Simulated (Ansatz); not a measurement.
SiNF (model structure, P3m1, No. 156, 3 atoms in the cell): properties by level of theory

```
level (code)           lattice parameter a (Å)  c axis length (Å)  cohesive energy (eV/atom)  band gap (eV)
---------------------  -----------------------  -----------------  -------------------------  -------------
LDA (Ansatz)                        (withheld)              4.573                 (withheld)           4.78
PBE (Ansatz)                             2.920              5.254                       5.51           4.93
PBEsol (Ansatz)                          2.903              5.000                       5.85     (withheld)
PBE-D3(BJ) (Ansatz)                      2.910              4.768                 (withheld)     (withheld)
r²SCAN+rVV10 (Ansatz)                    2.895         (withheld)                 (withheld)           5.58
```

Task: Fill in the missing entries.

Result: 
- LDA (Ansatz, a quantum-chemistry and plane-wave program), lattice parameter a (Å): 2.887
- LDA (Ansatz), cohesive energy (eV/atom): 6.43
- PBEsol (Ansatz), band gap (eV): 4.84
- PBE-D3(BJ) (Ansatz), cohesive energy (eV/atom): 5.66
- PBE-D3(BJ) (Ansatz), band gap (eV): 4.88
- r²SCAN+rVV10 (Ansatz), c axis length (Å): 4.655
- r²SCAN+rVV10 (Ansatz), cohesive energy (eV/atom): 5.61

Computed values are for a static lattice.  Each level is taken at its own relaxed cell. Cutoffs differ between the levels. Ansatz's density-functional and Hartree–Fock values are scalar-relativistic unless marked +SOC, with PAW data made under PBE.

Ansatz's density-functional and Hartree–Fock values are scalar-relativistic unless marked +SOC, with PAW data made under PBE.

Free atoms are spin-polarised, in the lowest state found; at levels without +SOC their spin–orbit coupling is left out.

Static lattice: no zero-point or thermal effects.

A model structure was made by putting elements into a prototype or built by hand; it is no filed structure, need not be a known phase, and can be a saddle point held by its symmetry.
